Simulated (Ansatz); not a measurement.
A computed series for BN: response to strain

Base system: BN in the zinc blende structure (space group F-43m, No. 216; a = 3.610 Å). Axes: x, y, z lie along the cube axes.

Strains are applied to the cell and any free atomic positions relax; under biaxial strain the out-of-plane vector relaxes too.

Level of theory: r2SCAN (Ansatz, a quantum-chemistry and plane-wave program, PAW, spin-orbit coupling left out).

Notes on the quantities. energy relative to the base: free energy F.

```json
[
 {"variant": "base", "out-of-plane strain": "–", "band gap": "5.00 eV", "energy relative to the base": "0 meV/atom", "hole mass": "–"},
 {"variant": "biaxial strain +0.42 %, plane normal [111], relaxed out of plane", "out-of-plane strain": "…", "band gap": "4.98 eV", "energy relative to the base": "+0.7 meV/atom", "hole mass": "0.24 mₑ out of plane, 1.2 mₑ in plane (at Γ)"},
 {"variant": "biaxial strain +0.83 %, plane normal [111], relaxed out of plane", "out-of-plane strain": "-0.13 %", "band gap": "4.96 eV", "energy relative to the base": "+2.7 meV/atom", "hole mass": "0.24 mₑ out of plane, 1.2 mₑ in plane (at Γ)"},
 {"variant": "biaxial strain +1.25 %, plane normal [111], relaxed out of plane", "out-of-plane strain": "-0.20 %", "band gap": "4.93 eV", "energy relative to the base": "+6.0 meV/atom", "hole mass": "0.25 mₑ out of plane, 1.2 mₑ in plane (at Γ)"},
 {"variant": "biaxial strain +1.67 %, plane normal [111], relaxed out of plane", "out-of-plane strain": "-0.26 %", "band gap": "4.91 eV", "energy relative to the base": "+11 meV/atom", "hole mass": "0.25 mₑ out of plane, 1.2 mₑ in plane (at Γ)"},
 {"variant": "biaxial strain +2.08 %, plane normal [111], relaxed out of plane", "out-of-plane strain": "-0.32 %", "band gap": "4.89 eV", "energy relative to the base": "…", "hole mass": "0.26 mₑ out of plane, 1.2 mₑ in plane (at Γ)"},
 {"variant": "biaxial strain +2.50 %, plane normal [111], relaxed out of plane", "out-of-plane strain": "-0.39 %", "band gap": "4.87 eV", "energy relative to the base": "+23 meV/atom", "hole mass": "0.26 mₑ out of plane, 1.3 mₑ in plane (at Γ)"}
]
```

Problem. Some entries are withheld; estimate them.

Solution. 
- biaxial strain +0.42 %, plane normal [111], relaxed out of plane, out-of-plane strain: -0.07 %
- biaxial strain +2.08 %, plane normal [111], relaxed out of plane, energy relative to the base: +16 meV/atom

Masses are band curvatures over ±0.01 Å⁻¹ around the edge. No phonon test of stability was made.
